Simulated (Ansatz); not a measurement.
Start from Cu in the fcc (Cu type) structure (space group Fm-3m, No. 225; a = 3.518 Å; relaxed with 0.1 eV smearing).

Calculations: LDA (Ansatz, an electronic-structure program; PAW; 420 eV plane waves; no spin-orbit coupling).

For the base:

The pressure is 0.0 GPa.

Modification: the cell is scaled by 1.0050 in all directions; the atoms relax in the strained cell.

Question: What happens to the pressure and energy relative to the base?

Answer: The pressure goes from zero to -2.7 GPa; the energy increases by 1.4 meV/atom.

Whether these cells are dynamically stable was not tested. The final runs are not spin-polarised.
